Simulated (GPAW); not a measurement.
GPAW is run on CaGe2Rh2 (I4/mmm, 5 atoms in the cell), and the run fails. The aim is a self-consistent single point with DFT PBEsol, real-space grid, GPAW PAW datasets PBEsol (made by gpaw-setup).

Input:

```python
from ase import Atoms
from gpaw import GPAW

atoms = Atoms(['Ca', 'Ge', 'Ge', 'Rh', 'Rh'],
              cell=[[-1.090414, 1.090414, 2.737934],
                    [1.090414, -1.090414, 2.737934],
                    [1.090414, 1.090414, -2.737934]],
              scaled_positions=[[0.000000, 0.000000, 0.000000],
                                [0.373380, 0.373380, 0.000000],
                                [0.626620, 0.626620, 0.000000],
                                [0.250000, 0.750000, 0.500000],
                                [0.750000, 0.250000, 0.500000]],
              pbc=True)

calc = GPAW(mode='fd',
            h=0.18,
            xc='PBEsol',
            kpts=(5, 5, 5),
            occupations={'name': 'methfessel-paxton', 'width': 0.2, 'order': 1},
            nbands=-13,
            convergence={'density': 1e-05},
            symmetry={'symmorphic': False, 'tolerance': 0.0005},
            maxiter=60)

atoms.calc = calc

energy = atoms.get_potential_energy()
print('Energy (eV):', round(energy, 6))
forces = atoms.get_forces()
print('Forces (eV/Ang):')
print(forces.round(5))
```

Log, with long lists cut:

```
     iter     time        total  log10-change:
                         energy   eigst   dens
iter:   1 --:--:--   486.965075
iter:   2 --:--:--   504.902352   +1.58  -0.51
iter:   3 --:--:--   551.794914   +1.35  -0.58
iter:   4 --:--:--   567.076119   +1.12  -0.98
iter:   5 --:--:--   570.620620   +0.69  -1.27
   [... 3 lines left out ...]
iter:   9 --:--:--   576.785119   -0.26  -1.43
iter:  10 --:--:--   576.755662   -0.68  -2.13
iter:  11 --:--:--   576.789878   -1.01  -2.20
iter:  12 --:--:--   576.787225   -1.41  -2.20
iter:  13 --:--:--   576.780010c  -1.58  -2.15
   [... lines left out ...]

Did not converge!

Here are some tips:

1) Make sure the geometry and spin-state is physically sound.
2) Use less aggressive density mixing.
3) Solve the eigenvalue problem more accurately at each scf-step.
4) Use a smoother distribution function for the occupation numbers.
5) Try adding more empty states.
6) Use enough k-points.
7) Don't let your structure optimization algorithm take too large steps.
8) Solve the Poisson equation more accurately.
9) Better initial guess for the wave functions.

See details here:

    https://gpaw.readthedocs.io/documentation/convergence.html
Traceback (most recent call last):
   [... frames left out ...]
gpaw.KohnShamConvergenceError: Did not converge!  See text output for help.
```

Task: Diagnose the run.

Result: The fault is this: cell numbers converted the wrong way (times 0.529). 1 bohr is 0.529 Å, so a mix-up scales every length by 1.89 or 0.529 and the volume by 6.75 or 0.148. To fix it, give the lengths in the unit that the key or card expects. The run ended unconverged after 60 iterations.

An input that runs soundly differs in these lines (not the only fix; some lines may just follow from the change or write a value another way):
```diff
-              cell=[[-1.090414, 1.090414, 2.737934],
-                    [1.090414, -1.090414, 2.737934],
-                    [1.090414, 1.090414, -2.737934]],
+              cell=[[-2.060583, 2.060583, 5.173945],
+                    [2.060583, -2.060583, 5.173945],
+                    [2.060583, 2.060583, -5.173945]],
-            maxiter=60)
+            maxiter=100)
```

With that input, the run converged in 51 iterations: free energy E − TS (from the program's reference atoms) -32.5247 eV; Fermi level (on the code's own zero) 8.76 eV; largest force (vector length) 0.090 eV/Å (DFT PBEsol, real-space grid, GPAW PAW datasets PBEsol (made by gpaw-setup)).

On the sound input: the starting cell comes from a database of computed structures (which also holds hypothetical and non-ambient phases and stackings), without a prior relaxation at this level. Its lattice was rescaled by a random factor within 2.5 % of one. Spin polarisation is off.
